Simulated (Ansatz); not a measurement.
## A computed series for SnO: response to strain

The parent structure is SnO in the litharge type structure (space group P4/nmm, No. 129; layered, stacked along the Cartesian z axis).

Space group P4/nmm, origin choice 1 (No. 129); a = b = 3.793 Å, c = 4.764 Å, α = β = γ = 90.00°

```
atom  site  symmetry       x       y       z
----  ----  --------  ------  ------  ------
Sn      2c       4mm  0.5000  0.0000  0.2406
O       2a      -4m2  0.0000  0.0000  0.0000
```

Strains are applied to the cell and any free atomic positions relax.

The values are results of Ansatz (a quantum-chemistry and plane-wave program) r2SCAN+rVV10, no spin-orbit coupling, earlier PAW set, not measurements.

Computed cases, in order: isotropic strain −5.80 %; isotropic strain −0.80 %; isotropic strain −0.62 %; the unstrained base; isotropic strain +2.51 %.

**Question.** Between which two neighbouring cases does the band gap open or close?

**Answer.** Between the unstrained base (zero) and isotropic strain +2.51 % (0.66 eV). The whole series: isotropic strain −5.80 %: zero; isotropic strain −0.80 %: zero; isotropic strain −0.62 %: zero; the unstrained base: zero; isotropic strain +2.51 %: 0.66 eV.

The mesh was chosen for an insulator and is coarse for the gapless case. No phonon test of stability was made. The final runs are not spin-polarised. A zero or small gap of SnO can be the functional's error rather than a property of the material.
